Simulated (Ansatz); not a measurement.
Take Ni2Si (space group Pnma, No. 62; a = 4.9168 Å, b = 3.6982 Å, c = 7.0080 Å; non-magnetic) as the base. Axes: x, y, z lie along a, b, c of the conventional cell.

The values are results of Ansatz (a first-principles code) PBEsol, no SOC, earlier PAW set, not measurements.

Strains are applied to the cell and any free atomic positions relax; under stress the whole cell relaxes.

One change was made to it. Results:

The energy increases by 0.5 meV/atom; the shortest interatomic distance drops by 0.024 bohr to 4.306 bohr; the band gap stays zero.

Problem. What was done to the base?
A. uniaxial stress, 2 GPa compression along z
B. uniaxial strain ε_xx = +1.06 %
C. uniaxial strain ε_xx = +2.20 %

Solution. A, uniaxial stress, 2 GPa compression along z. For comparison, the shortest interatomic distance in the other runs: uniaxial strain ε_xx = +1.06 % gives 4.331 bohr; uniaxial strain ε_xx = +2.20 % gives 4.328 bohr.

Without a gap, meshes like the base's 8×10×6 leave anisotropic stresses uncertain by several tenths of a GPa, and small strain energies with them. Beyond what the load breaks, stability against distortions was not tested. Seeded moments were not kept for the base. All final runs are without spin polarisation.
